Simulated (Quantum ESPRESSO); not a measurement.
## Habitual settings against a tight run: CrCdF₆ (R-3, 8 atoms in the cell)

Self-consistent single point.

```xyz
8
Lattice="2.5682 1.4828 4.7513 -2.5682 1.4828 4.7513 0.0000 -2.9655 4.7513" Properties=species:S:1:pos:R:3 pbc="T T T"
Cr     0.0000     0.0000     0.0000
Cd     0.0000     0.0000     7.1270
F      1.0641    -1.5097     8.4284
F     -1.0641     1.5097     5.8256
F      0.7754     1.6764     8.4284
F     -0.7754    -1.6764     5.8256
F     -1.8395    -0.1667     8.4284
F      1.8395     0.1667     5.8256
```
Moments meant for the start (each program seeds them in its own way; μB, in the order of the atoms Cr Cd F F F F F F): 3.0 0.0 0.0 0.0 0.0 0.0 0.0 0.0.

Method: LDA (PZ)+U, GBRV 1.5 ultrasoft (LDA) pseudopotentials (plane waves; Quantum ESPRESSO).

Base settings: ecutwfc = 50 Ry; ecutrho = 400 Ry; occupations = smearing; smearing = marzari-vanderbilt; degauss = 0.0036749 Ry; nspin = 2; potentials = {Cr: cr_lda_v1.5.uspp.F.UPF, Cd: cd_lda_v1.uspp.F.UPF, F: f_lda_v1.4.uspp.F.UPF}; K_POINTS = automatic 4 4 4 0 0 0; HUBBARD = atomic; U Cr-3d 3.7 eV; conv_thr = 1e-11 Ry; mixing_beta = 0.3.

Tight run (finer mesh or higher cutoff; not a proven limit): ecutwfc: 50 Ry → 70 Ry; ecutrho: 400 Ry → 560 Ry; conv_thr: 1e-11 Ry → 7.3e-11 Ry; K_POINTS: automatic 4 4 4 0 0 0 → automatic 6 6 6 0 0 0. It gave top of the valence band (on the code's own zero) 2.16 eV; gap on the k-point mesh 1.05 eV; pressure -6.97 GPa; largest force (vector length) 0.396 eV/Å; size of the cell's spin moment 2.00 μB; site moments (μB, in the program's spheres or projections) Cr 1.72, Cd 0.00, F -0.01, F -0.01, F -0.01, F -0.01, F -0.01, F -0.01.

Quick runs, as changes from the base:
- A: the base itself
- B: ecutwfc: 50 Ry → 40 Ry; ecutrho: 400 Ry → 320 Ry; K_POINTS: automatic 4 4 4 0 0 0 → automatic 6 6 6 0 0 0
- C: ecutwfc: 50 Ry → 45 Ry; ecutrho: 400 Ry → 360 Ry; degauss: 0.0036749 Ry → 0.0099958 Ry; pseudopotentials: {Cr: cr_lda_v1.5.uspp.F.UPF, Cd: cd_lda_v1.uspp.F.UPF, F: f_lda_v1.4.uspp.F.UPF} → {Cr: cr_pbe_v1.5.uspp.F.UPF, Cd: Cd.pbe-dn-rrkjus_psl.0.3.1.UPF, F: F.oncvpsp.upf}; K_POINTS: automatic 4 4 4 0 0 0 → automatic 1 1 1 0 0 0; input_dft: default → pbesol [PBEsol+U]
- D: ecutwfc: 50 Ry → 38 Ry; ecutrho: 400 Ry → 304 Ry; pseudopotentials: {Cr: cr_lda_v1.5.uspp.F.UPF, Cd: cd_lda_v1.uspp.F.UPF, F: f_lda_v1.4.uspp.F.UPF} → {Cr: cr_pbe_v1.5.uspp.F.UPF, Cd: Cd.pbe-dn-rrkjus_psl.0.3.1.UPF, F: F.oncvpsp.upf}; K_POINTS: automatic 4 4 4 0 0 0 → automatic 2 2 2 0 0 0; input_dft: default → pbesol [PBEsol+U]

Energies are extrapolated to zero smearing width, which holds to low order in the width alone (under cold and Methfessel-Paxton smearing the free energy itself is taken).

Dashes: energy of C, D, another energy zero.

† marks runs with another functional, U, potentials or spin treatment: their distance from the tight run is not a convergence error alone.

The count of work is k-points × plane waves × bands × iterations; it is no time. Core times come from one kind of shared machine and are given to one figure; runs under 30 s give none.

The starting cell comes from a database of computed structures (which also holds hypothetical and non-ambient phases and stackings), without a prior relaxation at this level. Its lattice was rescaled by a random factor within 2.5 % of one. With one magnetic atom in the cell only a parallel order is possible. With U or open f shells several self-consistent states can exist. In the base run, with a pressure of about -7 GPa the cell is away from its equilibrium volume at this level.

```
run  energy less tight (meV/atom)  pressure less tight (GPa)  largest miss in a force vector (eV/Å)  count of work / tight  core time / tight (rough)
---  ----------------------------  -------------------------  -------------------------------------  ---------------------  -------------------------
A                            11.1                      -0.15                                  0.001                   0.22                        0.3
B                            15.3                      -0.50                                  0.000                   0.46                        0.6
C†                              –                     -81.62                                  0.560                  0.014                       0.09
D†                              –                    -156.86                                  0.262                  0.048                        0.1
```

Among the runs at the tight run's level, the energy misses run from 11.1 to 15.3 meV/atom.

Left out of this page: 2 runs of the series outside the window shown, repeating another row's setting, or not comparable.
